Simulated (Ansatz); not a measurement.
Ansatz (an electronic-structure program) run on MgTi (P3m1, 6 atoms in the cell): self-consistent single point.

Level of theory: PBEsol, default PAW files made with PBE (plane waves; Ansatz).

```yaml
crystal:
  lattice:
    - [2.98510, 0.00000, 0.00000]
    - [-1.49255, 2.58517, 0.00000]
    - [0.00000, 0.00000, 15.14767]
  atoms:
    - { symbol: Mg, position: [0.00000, 0.00000, 0.99430] }
    - { symbol: Mg, position: [0.66667, 0.33333, 0.50927] }
    - { symbol: Mg, position: [0.00000, 0.00000, 0.33203] }
    - { symbol: Ti, position: [0.66667, 0.33333, 0.82125] }
    - { symbol: Ti, position: [0.00000, 0.00000, 0.67766] }
    - { symbol: Ti, position: [0.66667, 0.33333, 0.16549] }
```

Reference input (self-consistent single point, DFT, PBEsol, plane waves, default PAW files made with PBE): kpoints.mp_grid.grid = 9 9 2; hamiltonian.xc = pbesol; hamiltonian.pseudopotentials = {kind: paw} (the program's default PAW files); scf.occupations.method = gaussian; scf.occupations.width = 0.1 eV. This run's input differs from it in these lines:

```diff
@@ -22,3 +22,3 @@
     method: gaussian
-    width: 0.1
+    width: 0.8
 output:
```

Log, with long lists cut:

```
SCF iter   1: F=—  HF=-13158.086677 eV  |F-HF|=—  |Δ(HF+E_count)|=         —  Δρ=9.14e-3  dr2=1.14e0  ethr=1.77e-3  ⟨swp⟩=5.0  Hψ=3550  notcnv=0
all-band conjugate gradients solve this SCF's bands
preconditioner: auto → Kerker (q_TF=auto, 2.480 Å⁻¹)
SCF iter   2: F=—  HF=-13158.065982 eV  |F-HF|=—  |Δ(HF+E_count)|=   2.07e-2  Δρ=4.28e-3  dr2=2.59e-1  ethr=1.73e-3  ⟨swp⟩=1.0  Hψ=1224  notcnv=0
   [... lines left out ...]
SCF iter   5: F=—  HF=-13158.056408 eV  |F-HF|=—  |Δ(HF+E_count)|=   2.88e-5  Δρ=7.01e-5  dr2=1.23e-5  ethr=2.19e-7  ⟨swp⟩=2.0  Hψ=1858  notcnv=0
SCF iter   6: F=—  HF=-13158.056389 eV  |F-HF|=—  |Δ(HF+E_count)|=   1.90e-5  Δρ=1.69e-5  dr2=4.49e-7  ethr=1.87e-8  ⟨swp⟩=2.3  Hψ=1486  notcnv=0
SCF iter   7: F=—  HF=-13158.056389 eV  |F-HF|=—  |Δ(HF+E_count)|=   1.06e-7  Δρ=5.16e-6  dr2=1.26e-7  ethr=1.52e-10  ⟨swp⟩=6.2  Hψ=4168  notcnv=0
SCF iter   8: F=-13158.056389 eV  HF=-13158.056389 eV  |F-HF|=4.86e-9  |Δ(HF+E_count)|=   7.60e-9  Δρ=1.31e-6  dr2=5.82e-9  ethr=1.52e-10  ⟨swp⟩=4.0  Hψ=2952  notcnv=0
SCF 1 converged in 8 iterations: F = -13158.056389 eV  dr2 = 5.82e-9
Free energy (F): -13158.056389 eV
Internal energy: -13155.915560 eV  (E = F + TS)
E sigma→0 (E₀):  -13156.985974 eV
Entropy (-TS):   -2.140830 eV (-356.805 meV/atom)
Fermi energy:    9.127844 eV
--- Forces (eV/Å), atoms counted from 1 ---
  atom   1  Mg     0.00000000     0.00000000     0.03558426
  atom   2  Mg     0.00000000    -0.00000000     0.03591176
  atom   3  Mg    -0.00000000    -0.00000000    -0.07274308
  atom   4  Ti     0.00000000    -0.00000000     0.17021642
  atom   5  Ti     0.00000000     0.00000000    -0.10787425
  atom   6  Ti    -0.00000000     0.00000000    -0.06109236
--- Stress (GPa, compression-positive) ---
       -0.032002      -0.000000       0.000000
       -0.000000      -0.032002      -0.000000
        0.000000       0.000000      -1.227740
  P = ⅓ Tr σ = -0.4306 GPa (-4.306 kbar)
  The stress holds the Pulay correction. Without it, at fixed plane waves, as pw.x and ABINIT print it: P = -0.4357 GPa
```

The run converged in 8 iterations. Against the reference run the free energy drops by 171 meV/atom, the pressure goes from -1.96 to -0.43 GPa and the largest force goes from 0.126 to 0.170 eV/Å.

The starting cell comes from a database of computed structures (which also holds hypothetical and non-ambient phases and stackings), without a prior relaxation at this level. Spin polarisation is off. Ansatz's pressure includes its estimate of the finite-basis (Pulay) stress.

Keys are those of Ansatz 0.2.
